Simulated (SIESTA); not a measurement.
SIESTA run on PbO2 (P4_2/mnm, 6 atoms in the cell): relaxation of the atoms.

Level of theory: SIESTA with LDA PW92, numerical atomic orbitals TZP, PseudoDojo LDA standard norm-conserving potentials (rewritten from UPF to PSML).

```yaml
crystal:
  lattice:
    - [4.99496, 0.00000, 0.00000]
    - [0.00000, 4.99496, 0.00000]
    - [0.00000, 0.00000, 3.40900]
  atoms:
    - { symbol: Pb, position: [0.00000, 0.00000, 0.00000] }
    - { symbol: Pb, position: [0.50000, 0.50000, 0.50000] }
    - { symbol: O, position: [0.30743, 0.30743, 0.00000] }
    - { symbol: O, position: [0.69257, 0.69257, 0.00000] }
    - { symbol: O, position: [0.19257, 0.80743, 0.50000] }
    - { symbol: O, position: [0.80743, 0.19257, 0.50000] }
```

Reference input (self-consistent single point, DFT, LDA PW92, numerical atomic orbitals TZP, PseudoDojo LDA standard norm-conserving potentials (rewritten from UPF to PSML)): XC.functional = LDA; XC.authors = PW92; potentials = PseudoDojo LDA standard; PAO.BasisSize = TZP; PAO.EnergyShift = 0.01 Ry; MeshCutoff = 300 Ry; kgrid.MonkhorstPack = 5 5 7; OccupationFunction = FD; ElectronicTemperature = 1160.45 K; MaxSCFIterations = 150; SCF.Mixer.Method = Broyden; SCF.Mixer.Weight = 0.25. This run's input differs from it in these lines:

```diff
@@ -45,2 +45,5 @@
 Diag.ParallelOverK           true
+MD.TypeOfRun                 CG
+MD.Steps                     40
+MD.MaxForceTol               0.02 eV/Ang
 WriteForces                  true
```

The program printed (abridged):

```
        iscf     Eharris(eV)        E_KS(eV)     FreeEng(eV)     dDmax    Ef(eV) dHmax(eV)
   scf:    1    -5595.195615    -5608.206195    -5608.211421  1.628352 -7.405632  6.211167
   scf:    2    -5616.522440    -5613.327217    -5613.336493  0.118270 -6.544549  3.020464
   scf:    3    -5614.123925    -5613.839066    -5613.854144  0.057843 -6.301559  1.285365
   scf:    4    -5613.967594    -5613.914779    -5613.936213  0.030053 -6.376603  0.035842
   scf:    5    -5613.914313    -5613.914634    -5613.936616  0.001092 -6.356650  0.032857
   scf:    6    -5613.914453    -5613.914575    -5613.936795  0.001696 -6.351620  0.005244
   scf:    7    -5613.914485    -5613.914530    -5613.936801  0.000225 -6.350065  0.004137
   scf:    8    -5613.914454    -5613.914492    -5613.936804  0.000100 -6.348503  0.000717
SCF Convergence by DM+H criterion
max |DM_out - DM_in|         :     0.0000997504
max |H_out - H_in|      (eV) :     0.0007170241
SCF cycle converged after 8 iterations

Using DM_out to compute the final energy and forces

siesta: E_KS(eV) =            -5613.9145

siesta: E_KS - E_eggbox =     -5613.9145

siesta: Atomic forces (eV/Ang):
     1   -0.000000   -0.000000    0.000000
     2   -0.000000   -0.000000   -0.000000
     3    0.080204    0.080204    0.000000
     4   -0.080204   -0.080204   -0.000000
     5   -0.080204    0.080204    0.000000
     6    0.080204   -0.080204    0.000000
   Tot    0.000000    0.000000   -0.000000
   Max    0.080204
   Res    0.053469    sqrt( Sum f_i^2 / 3N )
   Max    0.080204    constrained

   [... lines left out ...]
outcell: Cell volume (Ang**3)        :     85.0533
        iscf     Eharris(eV)        E_KS(eV)     FreeEng(eV)     dDmax    Ef(eV) dHmax(eV)
outcell: Cell volume (Ang**3)        :     85.0533
        iscf     Eharris(eV)        E_KS(eV)     FreeEng(eV)     dDmax    Ef(eV) dHmax(eV)
siesta: FreeEng =     -5613.938404
siesta: Cell volume =         85.053273 Ang**3
siesta:         -13.71078488        -13.78756793  kBar
   [... lines left out ...]
             -0.292   0.502   0.542   0.502   0.005   0.006   0.005   0.006

              0.004

mulliken: Qtot =       52.000

Mulliken Atomic Populations:
Atom #   charge [q] valence [e]  Species
     1     0.489065   13.510935  Pb
     2     0.489065   13.510935  Pb
     3    -0.244533    6.244533  O
     4    -0.244533    6.244533  O
     5    -0.244533    6.244533  O
     6    -0.244533    6.244533  O
 Total    -0.000000
```

The run converged. 

Summary of the result:
- Free energy E − TS: -5613.9384 eV
- Fermi level (on the code's own zero): -6.34 eV
- Pressure: -1.37 GPa
- Largest force (vector length): 0.007 eV/Å
- Relaxation steps: 3

The starting cell comes from a database of computed structures (which also holds hypothetical and non-ambient phases and stackings), without a prior relaxation at this level. Values carry the incompleteness of an atom-centred basis. The run gives no clean gap (levels at the Fermi energy touch, overlap or are partly filled at this smearing), which alone does not show that the compound is a metal.

Cost on one core of a shared machine: roughly 2 min.
